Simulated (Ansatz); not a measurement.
The parent structure is LiF in the rock salt structure (space group Fm-3m, No. 225).

```
CELL_PARAMETERS angstrom
      0.00000     2.00387     2.00387
      2.00387     0.00000     2.00387
      2.00387     2.00387     0.00000
ATOMIC_POSITIONS crystal
  Li 0.00000 0.00000 0.00000
  F  0.50000 0.50000 0.50000
```

The other end (x = 1) is NaF in the rock salt structure (space group Fm-3m, No. 225): 12.40 Å³/atom, gap 6.20 eV.

The values are results of PBEsol (Ansatz, a first-principles code, PAW, no spin-orbit coupling), not measurements.

Na replaces a fraction x of Li; each row is one arrangement (x, atoms in the cell, starting space group or random), fully relaxed.

One change was made to it. Results:

```json
[
 {"quantity": "mean first-shell distances", "base": "–", "after": "Li–F 2.092 Å (end compound 2.004 Å), Na–F 2.154 Å (end compound 2.315 Å)"},
 {"quantity": "mixing energy", "base": "–", "after": "+54 meV/atom"}
]
```

Problem. Name the change that was made.
A) x(Na) = 0.25, 8 atoms, I4/mmm
B) x(Na) = 0.75, 8 atoms, I4/mmm
C) x(Na) = 0.25, 8 atoms, C2/m
D) x(Na) = 0.667, 6 atoms, P-3m1

Solution. A, x(Na) = 0.25, 8 atoms, I4/mmm. For comparison, the mixing energy in the other runs: x(Na) = 0.75, 8 atoms, I4/mmm gives +37 meV/atom; x(Na) = 0.25, 8 atoms, C2/m gives +38 meV/atom; x(Na) = 0.667, 6 atoms, P-3m1 gives +36 meV/atom.

These are small ordered cells, not random alloys; other orderings at the same x differ. Stability against distortions was not tested.
